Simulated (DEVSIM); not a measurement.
Structure: W/SiO2/n-Si capacitor, at 400 K.

```tsv
layer (left to right)	material	thickness (nm)	Nd (cm⁻³)
1	SiO2	35.0	-
2	Si	8500	4.6e15
```

Metal gate on the left, work function 4.6 eV. Fixed charge at the semiconductor interface -9.5e11 cm⁻² (in units of +e); interface traps 2.3e12 cm⁻² eV⁻¹, uniform in energy, neutral level at 0.5 of the gap above the valence band.

The device is made up for the run: typed textbook-type constants, with dimensions and the other settings drawn at random. Values at 300 K; Nc and Nv go as T^1.5, mobilities as T to minus their exponent, the gap by Varshni's rule with the affinity fixed.

| parameter | SiO2 | Si |
|---|---|---|
| gap (eV) | 9 | 1.124 |
| affinity (eV) | 0.9 | 4.05 |
| permittivity | 3.9 | 11.7 |
| Nc (cm⁻³) | - | 2.86e19 |
| Nv (cm⁻³) | - | 3.1e19 |
| Varshni α (eV/K) | - | 0.000473 |
| Varshni β (K) | - | 636 |

Simulated with DEVSIM: 1D Poisson equation in equilibrium, Boltzmann statistics, complete ionisation; no quantum confinement or tunnelling. Metal contacts follow the ideal Schottky-Mott rule: no Fermi-level pinning, no interface dipoles.

Base results: minimum of the low-frequency capacitance (μF/cm²) 0.0794; flat-band voltage (V) 2.64.

What follows from this one change: substrate doping 4.6e+15 → 2.3e+14 cm^-3?

minimum of the low-frequency capacitance little changed (0.0784 μF/cm²); flat-band voltage 2.64 → 2.15 V.

What follows from this one change: gate work function 4.6 → 4.3 eV?

minimum of the low-frequency capacitance little changed (0.0793 μF/cm²); flat-band voltage 2.64 → 2.34 V.

What follows from this one change: temperature 400 → 250 K?

minimum of the low-frequency capacitance little changed (0.0789 μF/cm²); flat-band voltage 2.64 → 3.35 V.

What follows from this one change: fixed charge -9.5e+11 → -1.475e+12 cm^-2?

minimum of the low-frequency capacitance little changed (0.0793 μF/cm²); flat-band voltage 2.64 → 3.50 V.
